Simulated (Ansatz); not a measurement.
The parent structure is Cu$_{3}$N (space group Pm-3m, No. 221; a = 3.8269 Å). Axes: x, y, z lie along the cube axes.

All numbers come from PBE in Ansatz (plane waves to 420 eV, PAW, scalar-relativistic without spin-orbit coupling).

The change: the cell is compressed by 1.20 % along z with no lateral relaxation, atoms relaxed at fixed cell.

Predict the stress tensor and what it implies for the stiffness.

Stress of the strained cell less that of the base (GPa, compression positive):
```
   0.68    0.00    0.00
   0.00    0.68    0.00
   0.00    0.00    3.07
```

Then −Δσ_ii/ε with ε = -0.0120 gives relaxed-ion elastic constants: C33 ≈ 256 GPa, C13 ≈ 57 GPa and C23 ≈ 57 GPa.

No phonon test of stability was made. All final runs are without spin polarisation.

Ansatz is a quantum-chemistry and plane-wave program.
